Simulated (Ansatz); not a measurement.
# B on the Si site + As on the Si site (B_Si+As_Si) (silicon host)

The numbers are results of PBE, PAW (plane waves to 420 eV; Ansatz, a program for electronic structure), not measurements. Cell and caveats: 64-site cell; 2×2×2 shifted k-points; start: the Si site; Si 2.37 Å away; energies good to tenths of an eV; relaxed from one start, so a lower configuration may exist.

Neighbours after relaxation, in Å: of the B atom: Si 2.10, Si 2.10, Si 2.10, As 2.20; of the As atom: B 2.20, Si 2.46, Si 2.46, Si 2.46.

```
charge         moment (μB)  point group  largest move off a lattice site (Å)
------  ------------------  -----------  -----------------------------------
0       not spin-polarised          C3v                                 0.25
```

Point groups are those of the whole cell at tolerances of 0.03 and 0.1 Å ("near" where only the looser one holds); none is given for unsettled states.

All states together cost about 6 core-minutes (a rough figure).
